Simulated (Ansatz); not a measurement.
Results of LDA (Ansatz, a quantum-chemistry and plane-wave program, plane waves, PAW) for Si3N4 (model structure, started from the spinel Si type, Fd-3m, No. 227, 14 atoms in the cell).

Settings: plane-wave cutoff 520 eV, 8×8×8 k mesh, Fermi–Dirac smearing 0.01 eV, scalar-relativistic PAW data made under PBE.

Cell (relaxed at this level):

```
CELL_PARAMETERS angstrom
      0.00000     3.84569     3.84569
      3.84569     0.00000     3.84569
      3.84569     3.84569     0.00000
ATOMIC_POSITIONS crystal
  Si 0.62500 0.62500 0.62500
  Si 0.12500 0.62500 0.62500
  Si 0.62500 0.12500 0.62500
  Si 0.62500 0.62500 0.12500
  Si 0.25000 0.25000 0.25000
  Si 0.00000 0.00000 0.00000
  N  0.86757 0.86757 0.86757
  N  0.39729 0.86757 0.86757
  N  0.86757 0.39729 0.86757
  N  0.86757 0.86757 0.39729
  N  0.38243 0.38243 0.38243
  N  0.85271 0.38243 0.38243
  N  0.38243 0.85271 0.38243
  N  0.38243 0.38243 0.85271
```

Q: Give the computed band gap.

A: 
- band gap = 3.37 eV (on the SCF k mesh)

Note: the relaxation could raise the start's symmetry but not lower it, so the cell can be a saddle point.

The computed numbers hold no vibrational or temperature effects.

A model structure was made by putting elements into a prototype or built by hand; it is no filed structure, need not be a known phase, and can be a saddle point held by its symmetry.
